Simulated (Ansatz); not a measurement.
```yaml
crystal:
  lattice:
    - [3.57645, 0.00000, 0.00000]
    - [1.78823, 3.09730, 0.00000]
    - [0.00000, 0.00000, 6.27668]
  atoms:
    - { symbol: Ti, position: [0.00000, 0.00000, 0.00000] }
    - { symbol: Te, position: [0.33333, 0.33333, 0.27860] }
    - { symbol: Te, position: [0.66667, 0.66667, 0.72140] }
```

No spin polarisation.

All numbers come from Ansatz (a quantum-chemistry and plane-wave program), PBEsol-D3(BJ), PAW, cutoff 420 eV, no spin-orbit coupling, earlier PAW set. Settings: 18×18×10 k-points, 0.1 eV Fermi–Dirac smearing.

Problem. Predict the band gap and in-plane stress.

Solution. 
- Band gap: zero
- Mean in-plane stress (compression positive): +1.4 GPa

The cells carry an imposed strain or load. No phonon test of stability was made. All final runs are without spin polarisation. The cell was made from TiTe₂ in the CdI2 type structure (space group P-3m1, No. 164; layered, stacked along the Cartesian z axis) by this change: biaxial strain −1.17 %, plane normal [001], relaxed out of plane.
